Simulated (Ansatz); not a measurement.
We consider EuCl3 (within 0.1 Å of P2₁/m, No. 11; cell taken from a computed entry), described by r²SCAN+rVV10 in Ansatz (plane waves, PAW).

Numerical settings: plane-wave cutoff 500 eV, 6×10×6 k mesh (along the axes of the cell as run), Fermi–Dirac smearing 0.05 eV, spin-polarised start, scalar-relativistic PAW data made under PBE.

Computed at the level's own relaxed cell.

Task: Predict the equilibrium volume per atom.

Result: 
equilibrium volume per atom: 24.64 Å³/atom

Note: the magnetic order was assumed, not searched for or taken from measurement; the 4f shell is treated without U or exact exchange, so its levels and filling can be wrong.

Spin–orbit coupling is not included.

Computed values are for the static lattice.

Ansatz is a quantum-chemistry and plane-wave program.
